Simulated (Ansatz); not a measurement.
**A computed series for Ti: pressure series**

Start from Ti in the hcp (Mg type) structure (space group P6_3/mmc, No. 194; a = 2.901 Å, c = 4.591 Å).

Cell and atoms are relaxed at each pressure.

All numbers come from PBEsol in Ansatz (plane waves to 420 eV, PAW, spin-orbit coupling left out).

```json
[
 {"pressure (GPa)": "-2", "volume per atom (Å³/atom)": "17.019"},
 {"pressure (GPa)": "-1", "volume per atom (Å³/atom)": "16.871"},
 {"pressure (GPa)": "0", "volume per atom (Å³/atom)": "16.727"},
 {"pressure (GPa)": "2.1", "volume per atom (Å³/atom)": "16.444"},
 {"pressure (GPa)": "4.5", "volume per atom (Å³/atom)": "16.145"},
 {"pressure (GPa)": "9", "volume per atom (Å³/atom)": "?"},
 {"pressure (GPa)": "15", "volume per atom (Å³/atom)": "15.062"},
 {"pressure (GPa)": "22.5", "volume per atom (Å³/atom)": "14.444"},
 {"pressure (GPa)": "30", "volume per atom (Å³/atom)": "13.914"}
]
```

Fit the third-order Birch–Murnaghan form P(V) = (3B₀/2)[(V₀/V)^(7/3) − (V₀/V)^(5/3)]·[1 + (3/4)(B₀′ − 4)((V₀/V)^(2/3) − 1)] (squares taken in P) to the rows shown and predict the withheld row.

Least squares on the printed values gives V₀ = 16.728 Å³/atom, B₀ = 120 GPa, B₀′ = 3.4; this predicts 15.643 Å³/atom, and the run gives 15.642 Å³/atom, in agreement.

Load acts through the strain it causes; cell and atoms are relaxed under it. Stability against distortions was not tested. Competing high-pressure phases were not computed. The final runs are not spin-polarised.

Ansatz is an electronic-structure program.
